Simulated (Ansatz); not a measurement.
## bcc Ca (high-temperature phase)

All values below come from r²SCAN (PAW; Ansatz, a quantum-chemistry and plane-wave program).

Settings: plane-wave cutoff 560 eV, 18×18×18 k mesh, Fermi–Dirac smearing 0.05 eV, scalar-relativistic PAW data made under PBE.

Cell (relaxed at this level):

```cif
data_Ca2
_chemical_formula_sum 'Ca2'
_space_group_name_H-M_alt 'Im-3m'
_space_group_IT_number 229
_space_group_name_Hall '-I 4 2 3'
_cell_length_a 4.42414
_cell_length_b 4.42414
_cell_length_c 4.42414
_cell_angle_alpha 90.000
_cell_angle_beta 90.000
_cell_angle_gamma 90.000
loop_
_atom_site_label
_atom_site_type_symbol
_atom_site_symmetry_multiplicity
_atom_site_Wyckoff_symbol
_atom_site_fract_x
_atom_site_fract_y
_atom_site_fract_z
_atom_site_occupancy
Ca1 Ca 2 a 0.00000 0.00000 0.00000 1
```
(The calculation used a cell of 1 atom; values per cell refer to that cell.)

| Quantity | Result |
|---|---|
| bulk modulus | 17.6 GPa |
| band gap | zero (no gap) |
| pressure derivative B′ of the bulk modulus | 2.7 |

Note: symmetry holds this phase in the static calculation, where it need not be a minimum.

Computing time: about 70 core-seconds (a rough figure).
